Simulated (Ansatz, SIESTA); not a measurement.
# One structure in several programs: TiCrB₄ (P1, 6 atoms in the cell)

Self-consistent single point, at a second geometry (atoms moved at random). First geometry:

```
CELL_PARAMETERS angstrom
      3.01633     0.00000     0.00000
     -1.50816     2.61222     0.00000
      0.00000     0.00000     6.13163
ATOMIC_POSITIONS crystal
  Ti 0.00000 0.00000 0.50000
  Cr 0.00000 0.00000 0.00000
  B  0.33333 0.66667 0.75959
  B  0.66667 0.33333 0.24041
  B  0.66667 0.33333 0.75959
  B  0.33333 0.66667 0.24041
```

Second geometry:
```xyz
6
Lattice="3.0163 0.0000 0.0000 -1.5082 2.6122 0.0000 0.0000 0.0000 6.1316" Properties=species:S:1:pos:R:3 pbc="T T T"
Ti     0.0169     0.0061     3.0300
Cr     0.0040    -0.0452    -0.0046
B      0.0328     1.7470     4.6659
B      1.4748     0.9161     1.4589
B      1.4957     0.7989     4.6917
B     -0.0078     1.8015     1.4872
```

Shared settings, as Ansatz (a quantum-chemistry and plane-wave program) writes them: kpoints.mp_grid.grid = 10 10 5; scf.occupations.method = gaussian; scf.occupations.width = 0.136 eV. Potentials and cutoffs stand in the table.

```csv
code,model,ΔF from the first geometry (meV/atom),pressure (GPa),largest force (eV/Å),cutoff
Ansatz,"LDA (PW92), PAW files made with PBE",20.5,-13.05,1.421,default
SIESTA,"LDA PW92, numerical atomic orbitals TZP, PseudoDojo LDA standard norm-conserving potentials (rewritten from UPF to PSML)",20.7,-13.70,1.514,grid 350 Ry
```

Size of the force on each atom (eV/Å): Sizes of forces hide their directions.

| code | Ti1 | Cr2 | B3 | B4 | B5 | B6 |
|---|---|---|---|---|---|---|
| Ansatz | 0.671 | 0.475 | 1.202 | 0.596 | 1.421 | 0.630 |
| SIESTA | 0.640 | 0.447 | 1.303 | 0.598 | 1.514 | 0.637 |

On Ansatz's run: spin polarisation is off.

The spread over the programs that give each value: ΔF from the first geometry within 0.2 meV/atom; pressure within 0.65 GPa; largest force within 0.093 eV/Å.

SIESTA uses small atom-centred bases, whose incompleteness enters pressures, forces and empty levels differently from a plane-wave cutoff. Ansatz's pressure is given at a fixed set of plane waves, as the other plane-wave codes print theirs; with its correction for the finite basis it is -12.87 GPa.

The starting cell comes from a database of computed structures (which also holds hypothetical and non-ambient phases and stackings), without a prior relaxation at this level. For this run, on top of that: atoms moved at random.

Keys are those of Ansatz 0.2.
